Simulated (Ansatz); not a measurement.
# KHF₂ (I4/mcm, No. 140; structure not from a measured cell): band gap by level of theory

No measured value is used here.

```json
[
 {"level (code)": "LDA (Ansatz)", "value (eV)": "7.25", "cell (Å³/atom)": "12.14"},
 {"level (code)": "PBEsol (Ansatz)", "value (eV)": "7.07", "cell (Å³/atom)": "13.37"},
 {"level (code)": "r²SCAN (Ansatz)", "value (eV)": "7.99", "cell (Å³/atom)": "13.26"},
 {"level (code)": "r²SCAN-D4 (Ansatz)", "value (eV)": "…", "cell (Å³/atom)": "13.13"},
 {"level (code)": "PBE0 (Ansatz)", "value (eV)": "10.18", "cell (Å³/atom)": "13.26"}
]
```

Complete the blanks.


- r²SCAN-D4 (Ansatz, a quantum-chemistry and plane-wave program), value (eV): 8.04

Computed values are for a static lattice.  LDA, PBEsol, r²SCAN, r²SCAN-D4, PBE0: the gap is read on the k mesh or supercell of the run alone and can be too large. LDA, PBEsol, r²SCAN, r²SCAN-D4: the relaxation could not lower the start's symmetry, so the cell can be a saddle point above a distorted one. Values are at the level's own equilibrium cell; PBE0 at the r²SCAN cell. K meshes differ between the levels. Ansatz's density-functional and Hartree–Fock values are scalar-relativistic unless marked +SOC, with PAW data made under PBE.
